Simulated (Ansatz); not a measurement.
Band structure of NbAs (I4_1md, 4 atoms in the cell).

```yaml
crystal:
  lattice:
    - [-1.73327, 1.73327, 5.90503]
    - [1.73327, -1.73327, 5.90503]
    - [1.73327, 1.73327, -5.90503]
  atoms:
    - { symbol: Nb, position: [0.74972, 0.74972, 0.00000] }
    - { symbol: Nb, position: [0.49972, 0.99972, 0.50000] }
    - { symbol: As, position: [0.16728, 0.16728, 0.00000] }
    - { symbol: As, position: [0.91728, 0.41728, 0.50000] }
```

Computed with PBE (plane waves, PAW; Ansatz, a program for electronic structure).

Settings: basis.ecutwfc = 420 eV; kpoints.mp_grid.grid = 8 8 8; hamiltonian.xc = pbe; hamiltonian.pseudopotentials = {kind: paw} (the program's default PAW files); scf.occupations.method = fermi_dirac; scf.occupations.width = 0.05 eV; kpoints.band_path.npoints = 8.

The starting cell comes from a database of computed structures (which also holds hypothetical and non-ambient phases and stackings), without a prior relaxation at this level. Spin polarisation is off.

Levels in eV from the Fermi level, bands 25 to 32:
```csv
point,25,26,27,28,29,30,31,32
Γ,-2.01,-1.68,-1.35,-1.35,0.71,1.24,2.35,2.93
X,-2.79,-2.79,-0.58,-0.58,2.37,2.37,2.60,2.60
Y,-2.77,-2.77,-0.62,-0.62,2.25,2.25,2.62,2.62
S,-2.18,-2.06,-1.40,-0.12,0.14,1.40,1.98,2.34
Z,-2.44,-2.44,-0.52,-0.52,0.96,0.96,1.87,1.87
S1,-2.18,-2.06,-1.40,-0.12,0.14,1.40,1.98,2.34
N,-2.20,-1.81,-1.38,-0.12,0.07,1.15,2.09,2.19
P,-2.82,-2.82,-0.56,-0.56,2.38,2.38,2.55,2.55
Y1,-2.77,-2.77,-0.62,-0.62,2.25,2.25,2.62,2.62
```

Bands cross the Fermi level along this path, so the cell is metallic at this level.

Keys are those of Ansatz 0.2.
